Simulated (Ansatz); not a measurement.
# BP, response to strain

Consider BP in the zinc blende structure (space group F-43m, No. 216).

```
CELL_PARAMETERS angstrom
      0.00000     2.26820     2.26820
      2.26820     0.00000     2.26820
      2.26820     2.26820     0.00000
ATOMIC_POSITIONS crystal
  P  0.75000 0.75000 0.75000
  B  0.00000 0.00000 0.00000
```

Cartesian axes are those of the cell as printed.

Strains are applied to the cell and any free atomic positions relax; under biaxial strain the out-of-plane vector relaxes too.

All numbers come from Kohn–Sham DFT with the r2SCAN functional, run in Ansatz (a first-principles code) with PAW and 500 eV plane waves, no spin-orbit coupling, earlier PAW set.

Notes on the quantities. pressure: mean of the normal stresses, compression positive; energy relative to the base: free energy F.

```csv
change,band gap,gap character,pressure,energy relative to the base,space group
base,1.41 eV,"indirect, Γ → Γ–X (83 % along)",0.00 GPa,0 meV/atom,F-43m (No. 216)
"biaxial strain +0.57 %, plane normal [001], relaxed out of plane",1.30 eV,"indirect, Γ → k = (0, 0, 0.417) in the run's primitive reciprocal basis",-1.51 GPa,+0.9 meV/atom,I-4m2 (No. 119)
"biaxial strain +2.36 %, plane normal [001], relaxed out of plane",[?],"indirect, Γ → Γ–M (83 % along)",[?],[?],I-4m2 (No. 119)
"biaxial strain +2.18 %, plane normal [110], relaxed out of plane",1.27 eV,"indirect, Γ → k = (0.417, 0, 0.417) in the run's primitive reciprocal basis",-6.06 GPa,+15 meV/atom,Imm2 (No. 44)
"biaxial strain −1.76 %, plane normal [111], relaxed out of plane",1.27 eV,"indirect, Γ → F–Γ (16 % along)",5.86 GPa,+11 meV/atom,R3m (No. 160)
"biaxial strain +4.10 %, plane normal [111], relaxed out of plane",1.27 eV,"indirect, Γ → F–Γ (11 % along)",-10.59 GPa,+52 meV/atom,R3m (No. 160)
isotropic strain +3.28 %,1.54 eV,"indirect, Γ → Γ–X (83 % along)",-13.64 GPa,+55 meV/atom,F-43m (No. 216)
uniaxial strain ε_xx = +5.50 %,1.07 eV,"indirect, Γ → k = (0.417, 0, 0.417) in the run's primitive reciprocal basis",-8.20 GPa,+38 meV/atom,I-4m2 (No. 119)
uniaxial strain ε_zz = +1.29 %,1.33 eV,"indirect, Γ → k = (0, 0.417, 0.417) in the run's primitive reciprocal basis",-2.13 GPa,+2.2 meV/atom,I-4m2 (No. 119)
tensor shear ε_yz = −3.66 %,0.55 eV,"indirect, Γ → X",0.71 GPa,+39 meV/atom,Imm2 (No. 44)
```

Problem. Complete the table.

Solution. 
- biaxial strain +2.36 %, plane normal [001], relaxed out of plane, band gap: 0.95 eV
- biaxial strain +2.36 %, plane normal [001], relaxed out of plane, pressure: -5.85 GPa
- biaxial strain +2.36 %, plane normal [001], relaxed out of plane, energy relative to the base: +16 meV/atom

A biaxial case was relaxed in a doubled cell and then solved in the primitive one. Whether these cells are dynamically stable was not tested. k-point labels follow each cell's own Brillouin zone.
